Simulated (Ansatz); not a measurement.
# Point defects in Al2O3

Consider a 10-atom supercell of Al₂O₃ in the corundum structure (space group R-3c, No. 167; a = 4.7577 Å, c = 12.9923 Å (hexagonal axes)) at its relaxed geometry.

One neutral defect a cell, atoms relaxed at fixed cell.

Level of theory: r2SCAN in Ansatz (plane waves to 500 eV, PAW, scalar-relativistic without spin-orbit coupling), earlier PAW set.

```csv
change,pressure,largest displacement of a host atom from its site in the perfect cell
perfect supercell,0.0 GPa,–
Al on a O site (antisite),52.6 GPa,1.06 Å
Al vacancy,___,___
"O vacancy, symmetric start",-2.8 GPa,0.08 Å
Li interstitial (started 1.92 Å from the nearest host atom),24.6 GPa,0.47 Å
```

### Question
Some entries are withheld; estimate them.

### Answer

- Al vacancy, pressure: 10.4 GPa
- Al vacancy, largest displacement of a host atom from its site in the perfect cell: 0.33 Å

The magnetic state is the one reached from the starting moments; the real material's order can differ, and small cells can't hold many antiferromagnetic ones. In so small a cell the defect repeats every few ångströms: this is an ordered compound, not a dilute defect. A case with no gap was solved on a k-mesh chosen for an insulator, which is coarse for it. Defects with a symmetric start kept the site's symmetry and may sit on a saddle; the others started slightly shaken. Seeded moments were not kept for Al on a O site (antisite), O vacancy and Li interstitial (started 1.92 Å from the nearest host atom).

Ansatz is a program for electronic structure.
